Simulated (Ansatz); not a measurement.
The parent structure is Re in the hcp (Mg type) structure (space group P6_3/mmc, No. 194; a = 2.752 Å, c = 4.440 Å; relaxed with 0.1 eV smearing). Axes: x lies along a and z along c of the hexagonal cell.

The values are results of Ansatz (a quantum-chemistry and plane-wave program) PBEsol, no SOC, not measurements.

One thing is altered: uniaxial strain ε_zz = +2.00 %, all other strain components held at zero; the atoms relax in the strained cell.

### Question
What happens to the stress?

### Answer
The stress (xx, yy, zz, yz, xz, xy; compression positive) amounts to (-4.3, -4.3, -13.2, 0.0, 0.0, 0.0) GPa.

Whether these cells are dynamically stable was not tested. All final runs are without spin polarisation.
